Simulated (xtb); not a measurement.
xtb 6.7.1, GFN2-xTB: Ca(SH)(fmdH) ([SH][Ca]1[NH]C=[NH]->1), 9 atoms. The geometry is a generated start, not checked to be a minimum at this level.

method: GFN2-xTB
--acc: 1 (default)
--etemp (K): 300 (default)
detailed input (--input): none: ANC optimiser, Lindh (1995) Hessian, microcycle=20, maxdispl=1.0, hlow=0.01 (default)
basis functions: 36
valence electrons: 26

```xyz
9

Ca     0.1493     0.6959    -0.7824
S      0.4307     2.2963    -2.7264
H     -0.3381     3.2629    -2.2341
C     -0.0429    -1.0734     0.9898
N      0.3781    -1.3946    -0.2004
N     -0.3650     0.1583     1.2717
H     -0.1328    -1.8504     1.7660
H      0.5935    -2.3802    -0.3113
H     -0.6727     0.2853     2.2272
```

The structure is relaxed from this start with --opt LEVEL for the levels crude, sloppy, loose, lax, normal, tight, vtight, extreme, once each. Up to the end of the extreme run atoms move by at most 1.2 Å along an axis.

Question: What is the loosest level that ends within 5 meV of the extreme run, and how many cycles does it take?

Answer: vtight: 122 cycles against 185, ending 0.16 meV above.

```json
[
 {"level": "crude", "cycles": "1", "energy above the extreme run (meV)": "16", "gradient norm (eV/Å)": "0.10"},
 {"level": "sloppy", "cycles": "1", "energy above the extreme run (meV)": "16", "gradient norm (eV/Å)": "0.10"},
 {"level": "loose", "cycles": "1", "energy above the extreme run (meV)": "16", "gradient norm (eV/Å)": "0.10"},
 {"level": "lax", "cycles": "1", "energy above the extreme run (meV)": "16", "gradient norm (eV/Å)": "0.10"},
 {"level": "normal", "cycles": "13", "energy above the extreme run (meV)": "8.5", "gradient norm (eV/Å)": "0.020"},
 {"level": "tight", "cycles": "17", "energy above the extreme run (meV)": "8.3", "gradient norm (eV/Å)": "0.016"},
 {"level": "vtight", "cycles": "122", "energy above the extreme run (meV)": "0.16", "gradient norm (eV/Å)": "0.0015"},
 {"level": "extreme", "cycles": "185", "energy above the extreme run (meV)": "—", "gradient norm (eV/Å)": "0.0010"}
]
```
